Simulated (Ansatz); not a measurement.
# Cubic perovskite SrHfO₃ (cubic high-temperature phase)

All values below come from LDA (PAW; Ansatz, an electronic-structure program).

Settings: plane-wave cutoff 520 eV, 8×8×8 k mesh, Fermi–Dirac smearing 0.01 eV, scalar-relativistic PAW data made under PBE.

Cell (relaxed at this level):

```
CELL_PARAMETERS angstrom
      4.06890     0.00000     0.00000
      0.00000     4.06890     0.00000
      0.00000     0.00000     4.06890
ATOMIC_POSITIONS crystal
  Sr 0.50000 0.50000 0.50000
  Hf 0.00000 0.00000 0.00000
  O  0.00000 0.50000 0.00000
  O  0.50000 0.00000 0.00000
  O  0.00000 0.00000 0.50000
```

```yaml
band_gap: 3.70 eV
smallest_direct_gap_on_the_k_points_sampled: 3.83 eV
```

Note: held by symmetry at 0 K, a high-temperature phase can be a saddle point.

Spin–orbit coupling is not included.

The computed numbers hold no vibrational or temperature effects.

The result took roughly 11 core-seconds.
